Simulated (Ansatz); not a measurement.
**Ni under a change: Ni vacancy, symmetric start**

Base system: a 12-atom supercell of Ni in the fcc (Cu type) structure (space group Fm-3m, No. 225; a = 3.463 Å; ferromagnetic) at its relaxed geometry.

Now apply this change: one Ni atom is removed, atoms relaxed at fixed cell.

The values are results of PBEsol (Ansatz, an electronic-structure program, PAW, scalar-relativistic without spin-orbit coupling), not measurements. Γ-centred 8×6×8 mesh, Fermi–Dirac width 0.05 eV.

```json
{
 "pressure": "-5.9 GPa (base -0.1 GPa)",
 "energy_gained_by_relaxation": "0.02 eV",
 "mean_distance_from_the_defect_site_to_its_nearest_host_atoms": "2.44 Å (base 2.45 Å)"
}
```

Final structure:

```
Ni
1.0
    0.00000     3.46279     3.46279
    3.46279    -3.46279     3.46279
    3.46279     3.46279     0.00000
Ni
11
Direct
  0.00000   0.00000   0.50000
  0.16570   0.33037   0.16570
  0.16570   0.33037   0.66860
  0.33333   0.66991   0.33333
  0.33140   0.66963   0.83430
  0.50000   0.00000   0.00000
  0.50000   0.00000   0.50000
  0.66860   0.33037   0.16570
  0.66667   0.33009   0.66667
  0.83430   0.66963   0.33140
  0.83430   0.66963   0.83430
```

The magnetic state is the one reached from the starting moments; the real material's order can differ, and small cells can't hold many antiferromagnetic ones. The cell is small, so the values are those of an ordered compound at a high defect concentration; dilute-limit values will differ. The defect started on the symmetric site and kept its symmetry, so it may sit on a saddle. The defect cell is spin-polarised and ends with 6.9 μB.
